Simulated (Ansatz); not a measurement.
**Convergence series on MgSnP2 (I-42d, 8 atoms in the cell)**

```yaml
crystal:
  lattice:
    - [-2.95674, 2.95674, 5.75639]
    - [2.95674, -2.95674, 5.75639]
    - [2.95674, 2.95674, -5.75639]
  atoms:
    - { symbol: Mg, position: [0.25000, 0.75000, 0.50000] }
    - { symbol: Mg, position: [0.50000, 0.50000, 0.00000] }
    - { symbol: Sn, position: [0.75000, 0.25000, 0.50000] }
    - { symbol: Sn, position: [0.00000, 0.00000, 0.00000] }
    - { symbol: P, position: [0.12056, 0.12500, 0.49556] }
    - { symbol: P, position: [0.87500, 0.37056, 0.99556] }
    - { symbol: P, position: [0.62944, 0.62500, 0.50444] }
    - { symbol: P, position: [0.37500, 0.87944, 0.00444] }
```

Method of the run: PBE0, default PAW files made with PBE (plane waves; Ansatz, a first-principles code).

The starting cell comes from a database of computed structures (which also holds hypothetical and non-ambient phases and stackings), without a prior relaxation at this level. Its lattice was rescaled by a random factor within 2.5 % of one. Ansatz's pressure includes its estimate of the finite-basis (Pulay) stress.

Held fixed: basis.ecutwfc = 420 eV; hamiltonian.xc = pbe0; hamiltonian.pseudopotentials = {kind: paw} (the program's default PAW files); scf.occupations.method = fixed.

ΔF is the free energy per atom less that of the last row (4 4 4).

| kpoints.mp_grid.grid | ΔF (meV/atom) | pressure (GPa) | largest force (eV/Å) | gap on the mesh (eV) | k-points | iterations |
|---|---|---|---|---|---|---|
| 1 1 1 | 165.5 | -1.28 | 0.129 | 3.018 | 1 | 16 |
| 2 2 2 | 18.3 | -0.79 | 0.083 | 2.781 | 4 | 14 |
| 3 3 3 | 1.63 | -0.79 | 0.065 | 2.716 | 6 | 14 |
| 4 4 4 | 0.00 | -0.78 | 0.061 | 2.692 | 13 | 15 |

Energy within 10 meV/atom of the last row: from kpoints.mp_grid.grid = 3 3 3 on; the one before it is off by 18 meV/atom. Only the last setting checks this, so the series should go further.

Largest force within 0.02 eV/Å of the last row: from kpoints.mp_grid.grid = 3 3 3 on; the one before it is off by 0.022 eV/Å. Only the last setting checks this, so the series should go further.

The gap is read on the k-point mesh of the run and can differ from the gap over the whole zone at this level.

Keys are those of Ansatz 0.2.
